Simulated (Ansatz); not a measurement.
GeSe (space group P6_3mc, No. 186; a hypothetical phase, not in the database extracts checked)

```cif
data_Ge2Se2
_chemical_formula_sum 'Ge2 Se2'
_space_group_name_H-M_alt 'P63mc'
_space_group_IT_number 186
_space_group_name_Hall 'P 6c -2c'
_cell_length_a 4.71033
_cell_length_b 4.71033
_cell_length_c 5.68498
_cell_angle_alpha 90.000
_cell_angle_beta 90.000
_cell_angle_gamma 120.000
loop_
_atom_site_label
_atom_site_type_symbol
_atom_site_symmetry_multiplicity
_atom_site_Wyckoff_symbol
_atom_site_fract_x
_atom_site_fract_y
_atom_site_fract_z
_atom_site_occupancy
Ge1 Ge 2 b 0.66667 0.33333 0.04157 1
Se1 Se 2 b 0.33333 0.66667 0.08363 1
```

Method: Kohn–Sham DFT with the PBEsol functional, run in Ansatz (a program for electronic structure) with PAW and 420 eV plane waves, no spin-orbit coupling. Settings: 8×8×6 k-points, 0.05 eV Fermi–Dirac smearing.

- Volume per atom: 27.31 Å³
- Density: 4.61 g/cm³
- Band gap: 0.54 eV, indirect, H → K–Γ (73 % along)
- Total energy: -4838.936 eV/atom (σ→0; compares only within this code and set-up)

Whether these cells are dynamically stable was not tested.
